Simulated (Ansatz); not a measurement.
tetragonal MoSi2 (0 0 1) on rock-salt PbTe (0 0 1) (film strained to the substrate, started from cuts of the bulks and a machine-learned relaxation; slabs Pb4Te4 and Mo8Si16, which can lie off the formulas)

A periodic stack without vacuum, tetragonal MoSi2 (0 0 1) on rock-salt PbTe (0 0 1) (film strained to the substrate, started from cuts of the bulks and a machine-learned relaxation; slabs Pb4Te4 and Mo8Si16, which can lie off the formulas): substrate slab Pb4Te4, film Mo8Si16, surface cells [[1, 0], [1, 1]] and [[-1, 1], [-1, -1]], film strained by +2.1 and +2.1 %, outermost planes PbTe/PbTe and Si/Si as cut, which need not be the usual terminations and can put a slab off its formula.

The start was prepared with a machine-learned potential, and the result is one local minimum, with the in-plane cell held and forces under 0.04 eV/Å; the film can end far from its bulk form.

Calculation: PBE (plane waves to 420 eV, PAW; Ansatz, a first-principles code). Spin–orbit coupling is left out; the runs are not spin-polarised. Its k-point mesh 7×7×1, Fermi–Dirac width 0.05 eV.

```
Item                                                                                       Result
--------------------------------------------------------------------------------  ---------------
interface area                                                                            21.6 Å²
period                                                                                    30.40 Å
heights between the nearest atoms of the two slabs at the two interfaces          2.59 and 2.59 Å
Pb–Si contacts across the interfaces within 1.22 times the sum of covalent radii   2, mean 2.85 Å
Si–Te contacts across the interfaces within 1.22 times the sum of covalent radii   2, mean 2.65 Å
```

```yaml
crystal:
  lattice:
    - [4.64447, -0.00040, -0.13927]
    - [-0.00059, 4.64644, -0.03270]
    - [1.05382, -1.75851, 30.39295]
  atoms:
    - { symbol: Pb, position: [0.94929, 0.86324, 0.16177] }
    - { symbol: Pb, position: [0.43046, 0.27371, 0.04047] }
    - { symbol: Pb, position: [0.95026, 0.99313, 0.38320] }
    - { symbol: Pb, position: [0.44764, 0.40672, 0.26321] }
    - { symbol: Te, position: [0.45023, 0.35958, 0.16261] }
    - { symbol: Te, position: [0.93439, 0.77194, 0.03189] }
    - { symbol: Te, position: [0.45254, 0.49707, 0.39182] }
    - { symbol: Te, position: [0.94691, 0.90275, 0.26239] }
    - { symbol: Mo, position: [0.44378, 0.60602, 0.64755] }
    - { symbol: Mo, position: [0.94445, 0.10569, 0.64756] }
    - { symbol: Si, position: [0.44306, 0.12393, 0.68972] }
    - { symbol: Si, position: [0.94258, 0.62335, 0.68961] }
    - { symbol: Si, position: [0.44964, 0.53465, 0.47910] }
    - { symbol: Si, position: [0.94929, 0.03392, 0.47717] }
    - { symbol: Mo, position: [0.44811, 0.05198, 0.52014] }
    - { symbol: Mo, position: [0.94827, 0.55191, 0.52013] }
    - { symbol: Si, position: [0.44678, 0.56987, 0.56221] }
    - { symbol: Si, position: [0.94690, 0.06943, 0.56117] }
    - { symbol: Si, position: [0.44573, 0.08784, 0.60474] }
    - { symbol: Si, position: [0.94533, 0.58757, 0.60471] }
    - { symbol: Mo, position: [0.43643, 0.71417, 0.90369] }
    - { symbol: Mo, position: [0.93614, 0.21433, 0.90367] }
    - { symbol: Si, position: [0.43428, 0.23189, 0.94667] }
    - { symbol: Si, position: [0.93541, 0.73158, 0.94476] }
    - { symbol: Si, position: [0.44125, 0.64289, 0.73421] }
    - { symbol: Si, position: [0.94162, 0.14203, 0.73410] }
    - { symbol: Mo, position: [0.44026, 0.16064, 0.77626] }
    - { symbol: Mo, position: [0.93988, 0.65967, 0.77626] }
    - { symbol: Si, position: [0.43868, 0.67871, 0.81909] }
    - { symbol: Si, position: [0.93886, 0.17807, 0.81908] }
    - { symbol: Si, position: [0.43748, 0.19667, 0.86265] }
    - { symbol: Si, position: [0.93772, 0.69612, 0.86160] }
```
